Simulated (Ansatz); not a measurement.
## SiO2: carrier doping

The parent structure is SiO2 in the rutile structure (space group P4_2/mnm, No. 136; a = 4.236 Å, c = 2.690 Å).

Carriers are added at fixed cell with a uniform background; the Fermi–Dirac width is that of 300 K.

Level of theory: PBE (Ansatz, an electronic-structure program; PAW; 420 eV plane waves; no spin-orbit coupling).

Notes on the quantities. Fermi level from band edge: Fermi level relative to the doped band's edge (positive inside the band; to 0.05 eV).

```json
[
 {"change": "undoped", "gap between the host's bands": "5.04 eV", "Fermi level from band edge": "–"},
 {"change": "electrons 3.0×10^21 cm⁻³", "gap between the host's bands": "5.01 eV", "Fermi level from band edge": "+1.25 eV"},
 {"change": "electrons 5.0×10^21 cm⁻³", "gap between the host's bands": "4.99 eV", "Fermi level from band edge": "+1.60 eV"},
 {"change": "electrons 1.0×10^22 cm⁻³", "gap between the host's bands": "4.93 eV", "Fermi level from band edge": "+1.95 eV"},
 {"change": "electrons 2.0×10^22 cm⁻³", "gap between the host's bands": "4.62 eV", "Fermi level from band edge": "+2.35 eV"},
 {"change": "holes 3.0×10^21 cm⁻³", "gap between the host's bands": "5.10 eV", "Fermi level from band edge": "+0.45 eV"},
 {"change": "holes 5.0×10^21 cm⁻³", "gap between the host's bands": "5.14 eV", "Fermi level from band edge": "+0.60 eV"},
 {"change": "holes 1.0×10^22 cm⁻³", "gap between the host's bands": "5.24 eV", "Fermi level from band edge": "+0.85 eV"},
 {"change": "holes 2.0×10^22 cm⁻³", "gap between the host's bands": "5.44 eV", "Fermi level from band edge": "+1.00 eV"}
]
```

Charged cell with a jellium background: band edges are those of the host's band count, energies are not comparable with the neutral cell, and many-body gap narrowing is missing. Stability against distortions was not tested.
